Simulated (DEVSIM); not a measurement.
Structure: abrupt Si n-p junction, at 350 K.

Layer 1 from the left is Si, thickness (μm) 34.0, Nd (cm⁻³) 4.3e15, τn (s) 0.0006, τp (s) 0.0006. Layer 2 from the left is Si, thickness (μm) 8.00, Na (cm⁻³) 2.5e17, τn (s) 0.0006, τp (s) 0.0006.

Left contact: ohmic. Right contact: ohmic. Voltage is applied to the left contact. Recombination: SRH at mid-gap. Mobility is constant in doping.

This is a model device: material constants are rounded textbook-type values typed into the input, and sizes, dopings and lifetimes were drawn at random. Values at 300 K; Nc and Nv go as T^1.5, mobilities as T to minus their exponent, the gap by Varshni's rule with the affinity fixed.

Si: gap (eV) 1.124, affinity (eV) 4.05, permittivity 11.7, Nc (cm⁻³) 2.86e19, Nv (cm⁻³) 3.1e19, μn (cm²/Vs) 1417, μp (cm²/Vs) 470, T exponent of μn 2.3, T exponent of μp 2.2, Varshni α (eV/K) 0.000473, Varshni β (K) 636.

Model (solved in DEVSIM): 1D drift-diffusion, Boltzmann statistics, complete ionisation; no tunnelling, impact ionisation, image-force lowering or self-heating.

Dark forward current:

| |V| (V) | |J| (A/cm²) |
|---|---|
| 0.05 | 8.303e-8 |
| 0.10 | 5.173e-7 |
| 0.15 | 2.792e-6 |
| 0.20 | 1.472e-5 |
| 0.25 | 7.724e-5 |
| 0.30 | 0.0004051 |
| 0.35 | 0.002124 |
| 0.40 | 0.01112 |
| 0.45 | 0.05779 |
| 0.50 | 0.2912 |
| 0.55 | 1.326 |
| 0.60 | 5.036 |
| 0.65 | 15.70 |
| 0.70 | 40.40 |
| 0.75 | 86.70 |
| 0.80 | 159.8 |
| 0.85 | 262.2 |
| 0.90 | 394.8 |
| 0.95 | 557.8 |
| 1.00 | 751.1 |
| 1.05 | 974.2 |
| 1.10 | 1227 |
| 1.15 | 1508 |
| 1.20 | 1817 |
| 1.25 | 2154 |

Question: Work out the local ideality factor n = ΔV / (kT/q · ln(J2/J1)) between the rows 0.15 and 0.20 V, 1.20 and 1.25 V.

Answer: kT/q = 30.16 mV. From 0.15 to 0.20 V: ln(1.472e-5/2.792e-6) = 1.662, n = 1.00, near the 1 of diffusion or emission over a barrier. From 1.20 to 1.25 V: ln(2154/1817) = 0.170, n = 9.74.

Question: Estimate the current at 0.30 V from the Shockley equation with J0 = Σ q ni² D/(N L) coth(W/L), τ joining the SRH, radiative and Auger lifetimes that are on, and W taken as the whole layer.

Answer: ni² = 1.43e23 cm⁻⁶; holes in the n layer: μ = 335 cm²/Vs, D = 10.1 cm²/s, τ = 0.000600 s, L = 778 μm, W/L = 0.044, term 1.58e-8 A/cm²; electrons in the p layer: μ = 994 cm²/Vs, D = 30.0 cm²/s, τ = 0.000600 s, L = 1340 μm, W/L = 0.0060, term 3.43e-9 A/cm². J0 = 1.92e-8 A/cm², and J = J0 exp(qV/kT) = 0.000402 A/cm². The simulation gives 0.000405 A/cm², the same within the digits that matter. The estimate leaves out recombination in the depletion region and that region's share of W.
